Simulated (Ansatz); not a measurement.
The reference is Sc in the hcp (Mg type) structure (space group P6_3/mmc, No. 194; relaxed with 0.1 eV smearing).

```yaml
crystal:
  lattice:
    - [3.27535, 0.00000, 0.00000]
    - [-1.63768, 2.83654, 0.00000]
    - [0.00000, 0.00000, 5.10512]
  atoms:
    - { symbol: Sc, position: [0.66667, 0.33333, 0.25000] }
    - { symbol: Sc, position: [0.33333, 0.66667, 0.75000] }
```

Cartesian axes are those of the cell as printed.

Computed with PBEsol/PAW in Ansatz (a program for electronic structure), without spin-orbit coupling.

Before the change:

| Item | Result |
|---|---|
| Pressure | 0.0 GPa |
| Shortest interatomic distance | 317.7 pm |
| Band gap | zero |

The change: the cell is compressed by 2.50 % along z with no lateral relaxation, atoms relaxed at fixed cell.

Estimate the effect on the pressure.

The pressure (mean of the normal stresses, compression positive) goes from zero to 1.5 GPa.

What does the calculation give for the energy relative to the base after the change?

The energy goes up by 5.0 meV/atom.

What happens to the shortest interatomic distance?

The shortest interatomic distance decreases by 5.1 pm, from 317.7 pm to 312.6 pm.

What happens to the band gap?

The band gap is still zero.

The cells carry an imposed strain or load. No phonon test of stability was made. The final runs are not spin-polarised.
